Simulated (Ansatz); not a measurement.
The starting structures come from a database of crystals and need not be the phases stable at ambient conditions.

 Where the default PAW files enter, the runs use the earlier of Ansatz's two default sets.

Here is the system:

```
CELL_PARAMETERS angstrom
      4.25374     0.00000     0.00000
     -0.00454     6.01583     0.00000
      0.00000     0.00000     8.51186
ATOMIC_POSITIONS crystal
  Cu 0.54233 0.26698 0.62640
  Cu 0.04233 0.76698 0.37360
  Cu 0.53041 0.26958 0.12392
  Cu 0.03041 0.76958 0.87608
  I  0.04140 0.01707 0.62483
  I  0.54140 0.51707 0.37517
  I  0.03166 0.01928 0.12526
  I  0.53166 0.51928 0.87474
```

Space group of this cell: Pc. The cell is taken as given.

Level of theory: r2SCAN (plane waves, PAW; Ansatz, a first-principles code).

The current runs along the normal of the first two printed vectors; no spin-orbit coupling. Scaled by the factor s: both lengths across the current (ions clamped). Meshes 8×6×4 and 8×6 across the current in all rows.

```csv
s,mean pressure (GPa),band gap (eV)
0.98,2.1,?
1.00,0.1,1.67
1.02,-1.5,1.53
```

Q: Take the slope of the band gap against ln s from the two given rows, extrapolate to s = 0.98, and say what the run there gives.

A: Slope = (1.53 − 1.67) / ln 1.02 = -7.07 eV. The line gives 1.67 + (-7.07) × ln 0.98 = 1.81 eV. The run gives 1.77 eV, 0.04 eV under the line, 30 % of the predicted step.
